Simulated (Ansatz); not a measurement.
The starting structures come from a database of crystals and need not be the phases stable at ambient conditions.

By PBEsol, the system below comes out a metal.

Without scattering a metal conducts by its projected Fermi surface.

```xyz
4
Lattice="3.6831 0.0000 0.0000 0.0000 3.6831 0.0000 0.0000 0.0000 3.6831" Properties=species:S:1:pos:R:3 pbc="T T T"
Cu     0.0000     1.8415     1.8415
Cu     1.8415     0.0000     1.8415
Cu     1.8415     1.8415     0.0000
Pt     0.0000     0.0000     0.0000
```

The cell is taken as given; by PBEsol it stands under a pressure of -2.5 GPa.

The current flows along the normal of the first two printed cell vectors, the (001) plane of the conventional cell. No spin-orbit coupling; the value is a mean over 0.1 eV about the Fermi level.

Q: Compute, with PBEsol (Ansatz, a quantum-chemistry and plane-wave program), the ballistic conductance per area.

A: 0.82 × 10¹⁵ S/m² for both spins.
